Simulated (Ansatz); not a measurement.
**Si3P4 (model structure, started from the beta Si3N4 type, P6₃/m, No. 176, 14 atoms in the cell)**

Calculation: r²SCAN+rVV10 in Ansatz (plane waves, PAW).

Numerical settings: plane-wave cutoff 560 eV, 6×6×16 k mesh (along the axes of the cell as run), Fermi–Dirac smearing 0.05 eV, scalar-relativistic PAW data made under PBE.

Cell (relaxed at this level):

P4Si3 is modelled in the hexagonal space group P6₃/m (No. 176), Pearson symbol hP14. Conventional cell: a = 9.747 Å, b = 9.747 Å, c = 3.637 Å, α = 90.00°, β = 90.00°, γ = 120.00°. Si on 6h is surrounded by 4 P at 2.229–2.233 Å (tetrahedral). P1 on 6h is surrounded by 3 Si at 2.229–2.233 Å. P2 on 2c sees 3 Si at 2.231 Å (trigonal planar). (Neighbours: up to the widest gap in distance over summed covalent radii, below 1.35, at either atom.)

For Si3P4 (model structure, started from the beta Si3N4 type, P6₃/m, No. 176, 14 atoms in the cell), the band gap is 0.17 eV (on the SCF k mesh).

Note: the relaxation could raise the start's symmetry but not lower it, so the cell can be a saddle point.

Computed values are for the static lattice.

A model structure was made by putting elements into a prototype or built by hand; it is no filed structure, need not be a known phase, and can be a saddle point held by its symmetry.

Ansatz is a quantum-chemistry and plane-wave program.
